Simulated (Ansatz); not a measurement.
For ZnSn2O (model structure, started from the BC2N type, R3m, No. 160, 4 atoms in the cell), PBE in Ansatz (plane waves, PAW) gives:

equilibrium lattice constant a: 3.954 Å
lattice parameter c: 20.837 Å
bulk modulus B0: 43.6 GPa
cohesive energy: 2.97 eV/atom

Problem. What does r²SCAN in Ansatz (plane waves, PAW) give for the same quantities?

Solution. 
- lattice constant a: 3.921 Å (shrinks by 0.8 %)
- lattice parameter c: 20.226 Å (shrinks by 2.9 %)
- bulk modulus: 52.0 GPa (increases by 19 %)
- cohesive energy: 3.01 eV/atom (increases by 0.04 eV/atom)

Changes are worked out from the printed values.

Unless a cell is named, each level is at its own relaxed cell (PBE 23.51, r²SCAN 22.44 Å³/atom).

Levels without +SOC leave out spin–orbit coupling, which shifts energies and cells of such heavy elements.

Caveats: the bulk modulus is −V dP/dV from two relaxed cells at ±2 % in volume (PBE, r²SCAN). Ansatz's density-functional and Hartree–Fock values are scalar-relativistic unless marked +SOC, with PAW data made under PBE.

A model structure was made by putting elements into a prototype or built by hand; it is no filed structure, need not be a known phase, and can be a saddle point held by its symmetry.

Ansatz is a first-principles code.
